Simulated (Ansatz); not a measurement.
Consider the following.

End structure of a constructed model of the (100) surface of fcc Al, a layer of Cu in place of the second plane (bottom of the slab: a bare face, its two planes held):

```yaml
crystal:
  lattice:
    - [2.85810, 0.00000, 0.00000]
    - [0.00000, 2.85810, 0.00000]
    - [0.00000, 0.00000, 26.50000]
  atoms:
    - { symbol: Al, position: [0.50000, 0.50000, 0.30685] }
    - { symbol: Al, position: [0.00000, 0.00000, 0.38311] }
    - { symbol: Al, position: [0.50000, 0.50000, 0.46147] }
    - { symbol: Al, position: [0.00000, 0.00000, 0.53961] }
    - { symbol: Cu, position: [0.50000, 0.50000, 0.60219] }
    - { symbol: Al, position: [0.00000, 0.00000, 0.66656] }
```

Model: 6-atom slab, 10.2 Å thick at the start (thin: gaps and levels are the slab's own), 13x13x1 mesh, Fermi-Dirac 0.1 eV, dipole correction, 2 atoms held, the rest relaxed; symmetry of the start imposed; no spin, no spin-orbit, no U. It is one candidate, not shown to be the stable structure of the face.

**Question.** Give the work function of the top face at the level PBE (Ansatz, a program for electronic structure).

**Answer.** 4.58 eV
